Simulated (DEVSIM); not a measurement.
Device: illuminated Si p-on-n cell, one wavelength, with a back-surface field, at 300 K.

```tsv
layer (left to right)	material	thickness (μm)	Nd (cm⁻³)	Na (cm⁻³)	τn (s)	τp (s)	absorption coefficient (cm⁻¹)
1	Si	0.320	-	8.3e18	2.8e-7	1.6e-6	5200
2	Si	23.0	4.6e15	-	1.9e-6	1.9e-6	5200
3	Si	1.80	6.1e18	-	1.9e-6	1.9e-6	5200
```

Left contact: ohmic, minority electron recombination velocity 4e6 cm/s. Right contact: ohmic, minority hole recombination velocity 8e6 cm/s. Voltage is applied to the left contact. Recombination: SRH at mid-gap, radiative, Auger. Light enters at the left, 8.1e16 photons cm⁻² s⁻¹, one pass, no reflection. Mobility is μmin + (μ − μmin)/(1 + (N/Nref)^α).

Constants are typed, rounded textbook-type inputs, not results; the design itself was drawn at random and stands for no fabricated device. Values at 300 K.

| parameter | Si |
|---|---|
| gap (eV) | 1.124 |
| affinity (eV) | 4.05 |
| permittivity | 11.7 |
| Nc (cm⁻³) | 2.86e19 |
| Nv (cm⁻³) | 3.1e19 |
| μn (cm²/Vs) | 1417 |
| μp (cm²/Vs) | 470 |
| μn,min | 52 |
| μp,min | 45 |
| Nref,n | 9.7e16 |
| Nref,p | 2.2e17 |
| αn | 0.68 |
| αp | 0.72 |
| B (cm³/s) | 4.7e-15 |
| Cn (cm⁶/s) | 2.8e-31 |
| Cp (cm⁶/s) | 9.9e-32 |

Model (solved in DEVSIM): 1D drift-diffusion, Boltzmann statistics, complete ionisation; no tunnelling, impact ionisation, image-force lowering or self-heating.

The photon flux was swept, all else fixed.

```csv
photon flux (cm^-2 s^-1),fill factor,open-circuit voltage (V),short-circuit current (mA/cm²),largest power (mW/cm²)
2.4e15,0.78,0.466,0.351,0.128
8.1e15,0.80,0.499,1.18,0.470
2.4e16,0.81,0.527,3.51,1.49
8.1e16,0.81,0.559,11.8,5.39
2.4e17,0.82,0.589,35.1,16.9
8.1e17,0.82,0.625,118,60.8
2.4e18,0.82,…,…,190
```

Some entries are withheld; supply them.


- 2.4e18, open-circuit voltage (V): 0.663
- 2.4e18, short-circuit current (mA/cm²): 351
